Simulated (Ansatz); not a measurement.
Functionals compared on a constructed model of the (111) surface of fcc Rh, a pseudomorphic layer of Ge in the host's stacking (bottom of the slab: a bare face, its two planes held), in Ansatz (plane waves, PAW). The structure was relaxed with PBE; the other rows are single points on it. Cutoff 420 eV (500 eV for r2SCAN).

Slab: 7 atoms, 13.3 Å thick at the start with caps and adatoms (thin: gaps and levels are the slab's own); k 16x16x1, smearing 0.1 eV, dipole-corrected; 2 atoms held, the rest relaxed; symmetry of the start imposed; no spin, no spin-orbit, no U. In PBE it lies 0.01 eV a 1x1 cell over the lowest computed structure of the same composition (a pseudomorphic layer of Ge in the other hollow). These notes are the PBE run's.

```
functional  work function of the top face (eV)          rough cost of the single point
----------  ----------------------------------  --------------------------------------
PBE                                       4.48                                       –
RPBE                                      4.38  about 16 core-seconds (a rough figure)
r2SCAN                                       ?          around 40 core-seconds (rough)
```

Complete the blanks.


- r2SCAN, work function of the top face (eV): 4.63

Ansatz is an electronic-structure program.
